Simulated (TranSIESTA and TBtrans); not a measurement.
Run with TranSIESTA and TBtrans (open boundaries, self-consistent; PseudoDojo norm-conserving potentials, scalar-relativistic): PAO.BasisSize SZP, PAO.EnergyShift 0.15 eV, XC.Authors PBE, Mesh.Cutoff 200 Ry, ElectronicTemperature 300 K, TS.Voltage 0.0 eV, TBT.Elecs.Eta 0.001 eV, no spin polarisation.

System: Pb chain with one bond stretched by 3.0 Å. Leads: straight Pb chain, spacing 2.85 Å. Geometry: as built, not relaxed.

Predict: conductance at 300 K (G0 = 2e²/h); thermopower (μV/K); mean T from −0.5 to 0.5 eV.

conductance at 300 K (G0 = 2e²/h): 0.021; thermopower (μV/K): -4.7; mean T from −0.5 to 0.5 eV: 0.020. The straight chain is held at its spacing; free chains may zigzag or dimerise. No spin-polarised start was tried, so a magnetic state, if there is one, is missed. Spin-orbit coupling, left out here, matters for the heavy atoms.
